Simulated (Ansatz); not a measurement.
A calculation on fluorite HfO2 (high-temperature phase) returned lattice constant a 5.058 Å, formation enthalpy -3.721 eV/atom.

Question: Which level of theory produced these numbers?
A. r²SCAN (Ansatz, an electronic-structure program)
B. PBE-D4 (Ansatz)
C. LDA (Ansatz)
D. PBE-D3(BJ) (Ansatz)

Answer: A, r²SCAN (Ansatz)

The others give: PBE-D3(BJ) 5.073 Å, -3.453 eV/atom; PBE-D4 5.075 Å, -3.491 eV/atom; LDA 5.001 Å, -3.807 eV/atom.

Unless a cell is named, each level is at its own relaxed cell (LDA 10.42, PBE-D3(BJ) 10.88, PBE-D4 10.89, r²SCAN 10.79 Å³/atom).

Caveats: symmetry holds this phase in the static calculation, where it need not be a minimum (PBE-D3(BJ), PBE-D4, LDA, r²SCAN). Ansatz's density-functional and Hartree–Fock values are scalar-relativistic unless marked +SOC, with PAW data made under PBE.
